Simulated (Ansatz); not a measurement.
A computed series for PbSe: response to strain

Take PbSe in the rock salt structure (space group Fm-3m, No. 225; a = 6.178 Å) as the base.

Strains are applied to the cell and any free atomic positions relax.

Computed with r2SCAN/PAW in Ansatz (a first-principles code), no SOC, earlier PAW set.

```tsv
isotropic strain (%)	pressure (GPa)
-4.54	9.7
-1.99	?
0	0.0
0.29	-0.4
0.69	-1.0
```

**Question.** Fit P = P₀ − Bδ + Cδ² with δ = (1 + ε)³ − 1 to the rows shown and predict the withheld row.

**Answer.** Least squares on the printed values gives P₀ = 0.0 GPa, B = 51.9 GPa, C = 173 GPa (largest residual 0.0 GPa); this predicts 3.6 GPa, and the run gives 3.5 GPa, in agreement.

No phonon test of stability was made.
